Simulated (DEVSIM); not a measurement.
System: abrupt Si n-p junction, at 300 K.

| layer (left to right) | material | thickness (μm) | Nd (cm⁻³) | Na (cm⁻³) | τn (s) | τp (s) |
|---|---|---|---|---|---|---|
| 1 | Si | 0.160 | 4.3e17 | - | 1.9e-6 | 1.9e-6 |
| 2 | Si | 19.0 | - | 7e14 | 1.9e-6 | 1.9e-6 |

Left contact: ohmic. Right contact: ohmic. Voltage is applied to the left contact. Recombination: SRH at mid-gap, radiative, Auger. Mobility is μmin + (μ − μmin)/(1 + (N/Nref)^α).

The device is made up for the run: typed textbook-type constants, with dimensions and the other settings drawn at random. Values at 300 K.

| parameter | Si |
|---|---|
| gap (eV) | 1.124 |
| affinity (eV) | 4.05 |
| permittivity | 11.7 |
| Nc (cm⁻³) | 2.86e19 |
| Nv (cm⁻³) | 3.1e19 |
| μn (cm²/Vs) | 1417 |
| μp (cm²/Vs) | 470 |
| μn,min | 52 |
| μp,min | 45 |
| Nref,n | 9.7e16 |
| Nref,p | 2.2e17 |
| αn | 0.68 |
| αp | 0.72 |
| B (cm³/s) | 4.7e-15 |
| Cn (cm⁶/s) | 2.8e-31 |
| Cp (cm⁶/s) | 9.9e-32 |

Model (solved in DEVSIM): 1D drift-diffusion, Boltzmann statistics, complete ionisation; no tunnelling, impact ionisation, image-force lowering or self-heating.

The thickness of layer 1 was swept, all else fixed.

| thickness of layer 1 (μm) | dark forward voltage at 100 A/cm² (V) |
|---|---|
| 0.032 | 0.862 |
| 0.056 | 0.834 |
| 0.096 | 0.811 |
| 0.16 | 0.794 |
| 0.27 | [?] |
| 0.48 | 0.769 |
| 0.8 | 0.761 |

Fill in the missing entries.


- 0.27, dark forward voltage at 100 A/cm² (V): 0.780
